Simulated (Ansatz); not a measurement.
Take Sn (space group I4_1/amd, No. 141; relaxed with 0.1 eV smearing) as the base.

```yaml
crystal:
  lattice:
    - [-2.94328, 2.94328, 1.59321]
    - [2.94328, -2.94328, 1.59321]
    - [2.94328, 2.94328, -1.59321]
  atoms:
    - { symbol: Sn, position: [0.75000, 0.25000, 0.50000] }
    - { symbol: Sn, position: [0.00000, 0.00000, 0.00000] }
```

Cartesian axes are those of the cell as printed.

Computed with Kohn–Sham DFT with the r2SCAN functional, run in Ansatz (an electronic-structure program) with PAW and 500 eV plane waves, no spin-orbit coupling.

Before the change:

* **Pressure**: 0.0 GPa
* **Shortest interatomic distance**: 3.049 Å

It is then changed as follows: uniaxial strain ε_yy = −0.83 %, all other strain components held at zero, atoms relaxed at fixed cell.

Problem. What does the calculation give for the energy relative to the base after the change?

Solution. The energy goes up by 0.5 meV/atom.

Problem. How does this affect the pressure?

Solution. The pressure (mean of the normal stresses, compression positive) goes from zero to 0.5 GPa.

Problem. Predict the new largest internal atomic displacement.

Solution. The largest internal atomic displacement amounts to 0.022 Å.

Problem. What happens to the shortest interatomic distance?

Solution. The shortest interatomic distance shrinks by 0.0116 Å (3.049 Å → 3.038 Å).

Stability against distortions was not tested.
